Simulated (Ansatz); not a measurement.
For SiO2 (P4₁2₁2, No. 92), PBE (Ansatz, a quantum-chemistry and plane-wave program, plane waves, PAW) gives:

| Property | Result |
|---|---|
| lattice constant a | 5.085 Å |
| lattice parameter c | 7.103 Å |
| bulk modulus | 15.6 GPa |
| cohesive energy | 6.38 eV/atom |
| band gap at the measured cell | 5.77 eV |
| high-frequency dielectric constant | 2.23 |
| polycrystal shear modulus | 41.2 GPa |
| enthalpy of formation | -2.782 eV/atom |

What does r²SCAN (PAW; Ansatz) give for the same quantities?


- lattice constant a: 4.982 Å (shrinks by 2.0 %)
- lattice parameter c: 6.921 Å (falls by 2.6 %)
- bulk modulus: 14.5 GPa (drops by 7.1 %)
- cohesive energy: 6.46 eV/atom (rises by 0.08 eV/atom)
- band gap at the measured cell: 6.39 eV (grows by 0.62 eV)
- high-frequency dielectric constant: 2.20 (drops by 1.3 %)
- Voigt–Reuss–Hill shear modulus: 42.6 GPa (rises by 3.4 %)
- formation enthalpy: -3.015 eV/atom (moves by -0.233 eV/atom)

Changes are worked out from the printed values.

Unless a cell is named, each level is at its own relaxed cell (PBE 15.31, r²SCAN 14.32 Å³/atom).

Density-functional gaps are differences of (generalised) Kohn–Sham levels.

Ansatz's density-functional and Hartree–Fock values are scalar-relativistic unless marked +SOC, with PAW data made under PBE.
